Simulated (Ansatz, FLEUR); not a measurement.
An Ansatz (an electronic-structure program) input for a self-consistent single point of Cr (Im-3m, 2 atoms in the cell) (DFT, PBE, plane waves, default PAW files):

Ansatz 0.2 input:
```yaml
# Cr
crystal:
  lattice:
    - [2.88000000, 0.00000000, 0.00000000]
    - [0.00000000, 2.88000000, 0.00000000]
    - [0.00000000, 0.00000000, 2.88000000]
  atoms:
    - { symbol: Cr, position: [0.00000000, 0.00000000, 0.00000000], spin: 1.5 }
    - { symbol: Cr, position: [0.50000000, 0.50000000, 0.50000000], spin: -1.5 }
basis:
  ecutwfc: 420.0 eV
kpoints:
  mp_grid: { grid: [9, 9, 9] }
hamiltonian:
  xc: pbe
  pseudopotentials: { kind: paw }
magnetization:
  spin_polarized: true
scf:
  occupations: { method: gaussian, width: 0.2 eV }
output:
  forces: true
  eigenvalues: true
  stress: true
```

Task: Translate this input to FLEUR.

Result: One input that does it (others would too):

Input of the input generator:

```
Cr
&input film=f /
5.4424112389 0.0000000000 0.0000000000
0.0000000000 5.4424112389 0.0000000000
0.0000000000 0.0000000000 5.4424112389
1.0
1.0 1.0 1.0

2
24 0.0000000000 0.0000000000 0.0000000000 : 1.50
24 0.5000000000 0.5000000000 0.5000000000 : -1.50

&comp jspins=2 /
&kpt div1=9 div2=9 div3=9 /
&end /
```

```xml
<?xml version="1.0" encoding="UTF-8" standalone="no"?>
<fleurInput fleurInputVersion="0.39">
   <comment>
      Cr                                                                                                  
   </comment>
   <calculationSetup>
      <cutoffs Kmax="3.6" Gmax="12.6" GmaxXC="12.6" numbands="0"/>
      <scfLoop itmax="80" minDistance="0.00001" maxIterBroyd="25" imix="Anderson" alpha="0.05" precondParam="0.0" spinf="2.0"/>
      <coreElectrons ctail="T" frcor="F" kcrel="0" coretail_lmax="0"/>
      <xcFunctional name="pbe" relativisticCorrections="F"/>
      <magnetism jspins="2"/>
      <soc l_soc="F" theta="0.0" phi="0.0" spav="F"/>
      <expertModes spex="0" secvar="F"/>
      <geometryOptimization l_f="T" forcealpha="1.0" forcemix="BFGS" epsdisp="0.00001" epsforce="0.00001"/>
      <ldaU l_linMix="F" mixParam="0.05" spinf="1.0"/>
   </calculationSetup>
   <cell>
      <bzIntegration valenceElectrons="28.0" mode="gauss" fermiSmearingEnergy="0.00734986">
         <kPointListSelection listName="default-1"/>
         <!-- k-points included here -->
         <xi:include xmlns:xi="http://www.w3.org/2001/XInclude" href="kpts.xml"> </xi:include>
      </bzIntegration>
      <!-- symmetry operations included here -->
      <xi:include xmlns:xi="http://www.w3.org/2001/XInclude" href="sym.xml"> </xi:include>
      <bulkLattice scale="1.0">
         <bravaisMatrix>
            <row-1>    5.4424112389000001     0.0000000000000000     0.0000000000000000</row-1>
            <row-2>    0.0000000000000000     5.4424112389000001     0.0000000000000000</row-2>
            <row-3>    0.0000000000000000     0.0000000000000000     5.4424112389000001</row-3>
         </bravaisMatrix>
      </bulkLattice>
   </cell>
   <atomSpecies>
      <species name="Chromium (1.500" element="Cr" atomicNumber="24">
         <mtSphere radius="2.20" gridPoints="761" logIncrement="0.016"/>
         <atomicCutoffs lmax="8" lnonsphr="6"/>
         <electronConfig flipSpins="F">
            <coreConfig>(1s1/2) (2s1/2) (2p1/2) (2p3/2)</coreConfig>
            <valenceConfig>(3s1/2) (3p1/2) (3p3/2) (4s1/2) (3d3/2) (3d5/2)</valenceConfig>
            <stateOccupation state="(4s1/2)" spinUp="0.5" spinDown="0.5"/>
            <stateOccupation state="(3d3/2)" spinUp="1.0" spinDown="1.0"/>
            <stateOccupation state="(3d5/2)" spinUp="2.25" spinDown="0.75"/>
         </electronConfig>
         <energyParameters s="4" p="4" d="3" f="4"/>
         <lo type="SCLO" l="0" n="3" eDeriv="0"/>
         <lo type="SCLO" l="1" n="3" eDeriv="0"/>
      </species>
      <species name="Chromium (-1.500" element="Cr" atomicNumber="24">
         <mtSphere radius="2.20" gridPoints="761" logIncrement="0.016"/>
         <atomicCutoffs lmax="8" lnonsphr="6"/>
         <electronConfig flipSpins="F">
            <coreConfig>(1s1/2) (2s1/2) (2p1/2) (2p3/2)</coreConfig>
            <valenceConfig>(3s1/2) (3p1/2) (3p3/2) (4s1/2) (3d3/2) (3d5/2)</valenceConfig>
            <stateOccupation state="(4s1/2)" spinUp="0.5" spinDown="0.5"/>
            <stateOccupation state="(3d3/2)" spinUp="1.0" spinDown="1.0"/>
            <stateOccupation state="(3d5/2)" spinUp="0.75" spinDown="2.25"/>
         </electronConfig>
         <energyParameters s="4" p="4" d="3" f="4"/>
         <lo type="SCLO" l="0" n="3" eDeriv="0"/>
         <lo type="SCLO" l="1" n="3" eDeriv="0"/>
      </species>
   </atomSpecies>
   <atomGroups>
      <atomGroup species="Chromium (1.500">
         <relPos label="                   1">.0000000000 .0000000000 .0000000000</relPos>
         <force calculate="T" relaxXYZ="TTT"/>
      </atomGroup>
      <atomGroup species="Chromium (-1.500">
         <relPos label="                   2">1.000/2.000 1.000/2.000 1.000/2.000</relPos>
         <force calculate="T" relaxXYZ="TTT"/>
      </atomGroup>
   </atomGroups>
   <output dos="F" band="F" slice="F">
      <checks vchk="F" cdinf="F"/>
      <bandDOS minEnergy="-.5*Htr" maxEnergy="0.5*Htr" sigma="0.015" storeEVData="T"/>
      <vacuumDOS vacdos="F" integ="F" star="F" nstars="0" locx1="0.0" locy1="0.0" locx2="0.0" locy2="0.0" nstm="0" tworkf="0.0"/>
      <unfoldingBand unfoldBand="F" supercellX="1" supercellY="1" supercellZ="1"/>
      <plotting iplot="0" polar="F">
         <plot TwoD="T" vec1="  1.0  0.0  0.0" vec2="  0.0  1.0  0.0" vec3="  0.0  0.0  1.0" zero="  0.0  0.0  0.0" file="plot"/>
      </plotting>
      <chargeDensitySlicing numkpt="0" minEigenval="0.0" maxEigenval="0.0" nnne="0" pallst="F"/>
      <specialOutput eonly="F"/>
      <magneticCircularDichroism mcd="F" energyLo="-10.0" energyUp="0.0"/>
   </output>
  <!-- We include the file relax.xml here to enable relaxations (see documentation) -->
  <xi:include xmlns:xi="http://www.w3.org/2001/XInclude" href="relax.xml"> <xi:fallback/> </xi:include>
</fleurInput>
```

Basis settings and potentials, where a program has them, do not carry over. This input uses DFT, PBE, all-electron FLAPW (FLEUR), scalar-relativistic valence. Both were run: size of the net moment 0.00 μB/atom in Ansatz and 0.00 in FLEUR.

On Ansatz: the starting cell has typed, rounded lattice constants, without a prior relaxation at this level. The magnetic order is the one reached from the typed start; others were not searched systematically.

On FLEUR: the starting cell has typed, rounded lattice constants, without a prior relaxation at this level. The magnetic order is the one reached from the typed start; others were not searched systematically. Values depend on the basis (sphere radii, cutoffs, local orbitals), which need not be converged.
